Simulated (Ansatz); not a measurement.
# Brucite Ca(OH)2 (model structure)

Computed with LDA in Ansatz (plane waves, PAW).

Cell: relaxed at this level.

For brucite Ca(OH)2 (model structure), the interlayer binding energy comes out as 34.0 meV/Å² and the layer repeat distance comes out as 4.617 Å. The gap between the layers is 0.389 Å.

The computed numbers hold no vibrational or temperature effects.

Cost on a shared machine: roughly 100 core-seconds.

A model structure was made by putting elements into a prototype or built by hand; here it ended with the formula and space group of a phase in our tables.

Ansatz is an electronic-structure program.
